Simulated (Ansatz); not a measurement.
MoRu3 (model structure, started from the Cu3Au type, Pm-3m, No. 221, 4 atoms in the cell), treated with r²SCAN in Ansatz (PAW).

From the output:

```
WARN output.stress: scf.convergence.dr2_threshold = 1e-7 eV (the SCF's general default) is looser than the 4e-10 eV advised for a printed stress (1e-10 eV for …
Relaxation: its limit of steps is 80 (relax.max_steps)
Crystal: 4 atoms, lattice volume = 57.168 Å³
Basis set: ecut = 560 eV, 1743 PW (Γ), exchange–correlation on 90×90×90 points (27 copies of the dense FFT grid, shifted against one another)
Bands: 38, of which v1, the nominal top of the filled ones, is band 31 counted from 1 (30 counted from 0)
Symmetry: 48 space group operations
Space group: Pm-3m (ITA 221), of the structure as read, at distance tolerance 3.9e-5 Å
k-points: 120 of 2744
Functional: x = r2scan, c = r2scan; τ floored in thin density (d = 2e-4 eV/Å³)
SCF iter   1: F=—  HF=-22639.681181 eV  |F-HF|=—  |Δ(HF+E_count)|=         —  Δρ=1.91e-2  dr2=3.56e-1  dr2_τ=5.37e-2
SCF iter   2: F=—  HF=-22639.672199 eV  |F-HF|=—  |Δ(HF+E_count)|=   8.98e-3  Δρ=1.05e-2  dr2=6.65e-2  dr2_τ=3.18e-2
  ...
SCF 1 converged in 7 iterations: F = -22639.670905 eV  dr2 = 7.69e-8
relax step   1: F+E_penalty+E_count = -22639.67090477 eV  Δ(F+E_penalty+E_count) = +0.000e0 eV  max|allowed force component| = 5.006e-29 eV/Å  Δτ_max = 0.0000 Å  (7 SCF iters, accepted)
Crystal: 4 atoms, lattice volume = 57.168 Å³
Initial density: handed on by an earlier stage of this run
SCF iter   1: F=—  HF=-22639.670905 eV  |F-HF|=—  |Δ(HF+E_count)|=         —  Δρ=1.29e-5  dr2=7.69e-8  dr2_τ=5.53e-9
SCF iter   2: F=-22639.670905 eV  HF=-22639.670905 eV  |F-HF|=1.20e-8  |Δ(HF+E_count)|=   2.32e-8  Δρ=8.55e-6  dr2=3.79e-8  dr2_τ=3.53e-9
SCF 2 converged in 2 iterations: F = -22639.670905 eV  dr2 = 3.79e-8
SCF converged after 2 iterations
Free energy (F): -22639.670905 eV
Internal energy: -22639.641983 eV  (E = F + TS)
E sigma→0 (E₀):  -22639.656444 eV
Fermi energy:    22.144145 eV
--- Forces (eV/Å), atoms counted from 1 ---
  atom   1  Ru     0.00000000    -0.00000000    -0.00000000
  atom   2  Ru     0.00000000    -0.00000000     0.00000000
  atom   3  Ru     0.00000000    -0.00000000    -0.00000000
  atom   4  Mo     0.00000000     0.00000000     0.00000000
--- Stress (GPa, compression-positive) ---
       -5.996924      -0.000000       0.000000
       -0.000000      -5.996924       0.000000
       -0.000000       0.000000      -5.996924
  P = ⅓ Tr σ = -5.9969 GPa (-59.969 kbar)
```

Task: Write an input file that could have produced this run (the log leaves some choices open).

Result: This is not unique; one that fits is 
Ansatz 0.2 input:
```yaml
crystal:
  lattice:
    - [3.8522707165, 0.0, 0.0]
    - [0.0, 3.8522707165, 0.0]
    - [0.0, 0.0, 3.8522707165]
  atoms:
    - { symbol: Ru, position: [0.0, 0.5, 0.5] }
    - { symbol: Ru, position: [0.5, 0.5, 0.0] }
    - { symbol: Ru, position: [0.5, 0.0, 0.5] }
    - { symbol: Mo, position: [0.0, 0.0, 0.0] }
basis:
  ecutwfc: 560
  ecutrho_ratio: 4
  xc_grid: 3
kpoints:
  mp_grid: { grid: [14, 14, 14] }
hamiltonian:
  xc: r2scan
  dispersion: none
  pseudopotentials: { kind: paw }
scf:
  occupations: { method: fermi_dirac, width: 0.05 }
output:
  forces: true
  stress: true
  eigenvalues: true
relax:
  f_tol: 0.004
  escape_saddle: false
  max_steps: 80
```

The cell is one volume of an energy–volume scan, off the minimum.

The PAW data were made under PBE.

Note: the run has no spin polarisation, so it can have missed a magnetic state. Note: the relaxation could raise the start's symmetry but not lower it, so the cell can be a saddle point.

It cost around 40 core-seconds (rough) of CPU time.

A model structure was made by putting elements into a prototype or built by hand; it is no filed structure, need not be a known phase, and can be a saddle point held by its symmetry.

Ansatz is a program for electronic structure.
